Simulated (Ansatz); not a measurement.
# A constructed model of the (110) surface of bcc W, a cell of two sites (a+b, b-a) layer of F, one a cell, on the site that continues the host's stacking (bottom of the slab: a bare face, its two planes held)

These are PBE (plane waves to 420 eV, PAW; Ansatz, a quantum-chemistry and plane-wave program) values and carry that method's errors.

Set-up: 13 atoms, 12.9 Å thick at the start with caps and adatoms (thin: gaps and levels are the slab's own); mesh 12x8x1; 0.1 eV smearing; dipole correction on; 4 atoms held, the rest relaxed; symmetry of the start imposed; no spin, no spin-orbit, no U. It is one candidate, not shown to be the stable structure of the face.

```
Property                                                       Result
-----------------------------  --------------------------------------
work function of the top face                                 5.03 eV
energy released by relaxation                                 0.14 eV
cost                           about 20 core-minutes (a rough figure)
```
